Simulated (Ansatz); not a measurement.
# Converging the k-point mesh: NaMgF3 (P4mm, 5 atoms in the cell)

```yaml
crystal:
  lattice:
    - [3.96269, 0.00000, 0.00000]
    - [0.00000, 3.96269, 0.00000]
    - [0.00000, 0.00000, 3.96269]
  atoms:
    - { symbol: Na, position: [0.00000, 0.00000, 0.01262] }
    - { symbol: Mg, position: [0.50000, 0.50000, 0.50000] }
    - { symbol: F, position: [0.50000, 0.50000, 0.00000] }
    - { symbol: F, position: [0.00000, 0.50000, 0.50000] }
    - { symbol: F, position: [0.50000, 0.00000, 0.50000] }
```

Method of the run: PBEsol, default PAW files made with PBE (plane waves; Ansatz, a first-principles code).

Base settings: basis.ecutwfc = 420 eV; kpoints.mp_grid.grid = 6 6 6; hamiltonian.xc = pbesol; hamiltonian.pseudopotentials = {kind: paw} (the program's default PAW files); scf.occupations.method = fermi_dirac; scf.occupations.width = 0.01 eV.

The second cell is the first with its lattice scaled by 0.98.

Only quantities that move along the ladder and can be compared are tabulated.

The count of work is k-points × plane waves × bands × iterations; it is no time. Core times come from one kind of shared machine, to one figure; runs under 30 s give none.

The starting cell comes from a database of computed structures (which also holds hypothetical and non-ambient phases and stackings), without a prior relaxation at this level. Its lattice was rescaled by up to half a per cent. One atom was moved a little off its site on purpose.

```tsv
kpoints.mp_grid.grid	free energy less the last step's (meV/atom)	energy of the compressed cell less the first (meV/atom)	gap on the mesh (eV)	count of work / last	core time / last (rough)
2 2 2	4.11	-2.89	5.797	0.011	–
3 3 3	0.19	-4.13	5.970	0.011	–
4 4 4	-0.09	-3.48	5.804	0.033	–
5 5 5	0.09	-3.86	5.868	0.033	–
6 6 6	0.00	-3.76	5.804	0.073	–
7 7 7	-0.02	-3.77	5.838	0.073	–
8 8 8	-0.02	-3.77	5.804	0.14	–
9 9 9	0.01	-3.82	5.825	0.14	–
10 10 10	0.02	-3.81	5.804	0.23	–
11 11 11	0.01	-3.79	5.818	0.23	–
12 12 12	-0.02	-3.75	5.804	0.36	–
13 13 13	-0.01	-3.78	5.814	0.36	–
15 15 15	0.01	-3.80	5.812	0.52	0.5
16 16 16	-0.01	-3.78	5.804	0.74	0.7
18 18 18	0.00	-3.78	5.804	1.0	1
```

Coarsest kpoints.mp_grid.grid that holds the energy of the compressed cell less the first within 0.2 meV/atom of the last step, with all finer ones: 5 5 5, at 0.033 of the last step's count of work; the step before is off by 0.30 meV/atom.

Coarsest kpoints.mp_grid.grid that holds the free energy within 1 meV/atom of the last step, with all finer ones: 3 3 3, at 0.011 of the last step's count of work; the step before is off by 4.1 meV/atom.

The energy difference between the two cells stays within 1 meV/atom of the last step's from 2 2 2 on, the total only from 3 3 3 on: much of the error is common to both cells and cancels.

The gap on the mesh jumps up and down from mesh to mesh; it is no smooth measure of convergence.

Keys are those of Ansatz 0.2.
